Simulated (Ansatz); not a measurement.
La2O3: pressure 30 GPa

Start from La₂O₃ (space group P-3m1, No. 164; a = 3.9353 Å, c = 6.1263 Å).

Now apply this change: a hydrostatic pressure of 30 GPa.

Level of theory: r2SCAN (Ansatz, a program for electronic structure), no spin-orbit coupling. Settings: 10×10×6 k-points, 0.05 eV Fermi–Dirac smearing.

```csv
quantity,base,changed,shift
volume per atom,16.43 Å³,13.68 Å³,-2.758 Å³
c/a ratio,1.557,1.400,-0.157
shortest interatomic distance,2.366 Å,2.292 Å,-0.074 Å
enthalpy H = E + PV relative to the base's energy,–,+2.78 eV/atom,–
band gap,4.23 eV,4.08 eV,-0.15 eV
gap character,"indirect, L → K","indirect, L → K",–
smallest direct gap,4.35 eV,4.27 eV,-0.074 eV
width of the top valence band,0.38 eV,0.55 eV,+0.162 eV
electron mass,1.3 mₑ (at K),"1.1 mₑ along c, 1.0 mₑ across (at K)",–
"valley order (the lowest conduction-band minima on the path, energy above the VBM, named in the base's zone)",–,"K (1/3, 1/3, 0) 4.08 eV; Γ 4.57 eV",–
```

Load acts through the strain it causes; cell and atoms are relaxed under it. Masses are band curvatures over ±0.01 Å⁻¹ around the edge. No phonon test of stability was made. No other phases were tried under pressure.
